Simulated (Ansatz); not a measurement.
The starting structures come from a database of crystals and need not be the phases stable at ambient conditions.

 Where the default PAW files enter, the runs use the earlier of Ansatz's two default sets.

Data:

```
K2PdBr4
1.0
    4.33208     0.00000     0.00000
    0.00000     7.43238     0.00000
    0.00000     0.00000     7.43238
K Pd Br
2 1 4
Direct
  0.50000   0.50000   0.00000
  0.50000   0.00000   0.50000
  0.00000   0.00000   0.00000
  0.00000   0.76603   0.76603
  0.00000   0.23397   0.23397
  0.00000   0.76603   0.23397
  0.00000   0.23397   0.76603
```

Space group of this cell: P4/mmm. The cell is taken as given; by PBEsol its mean pressure is -0.9 GPa.

Transport runs along the normal of the first two printed cell vectors, the (100) plane of the conventional cell.

The gap is the functional's own, uncorrected, and κ follows it; spin-orbit coupling is left out. Mid-gap values are interpolated between the computed energies.

### Question
Predict the band gap and the smallest decay constant κ at mid-gap from Ansatz (an electronic-structure program) with PBEsol.

### Answer
Gap 1.13 eV on a 8×4×4 mesh; κ = 0.256 1/Å, at (0.000, 0.500) of the in-plane reciprocal vectors. At the zone centre, at the nearest computed energy, the slowest state has κ = 0.31 1/Å.
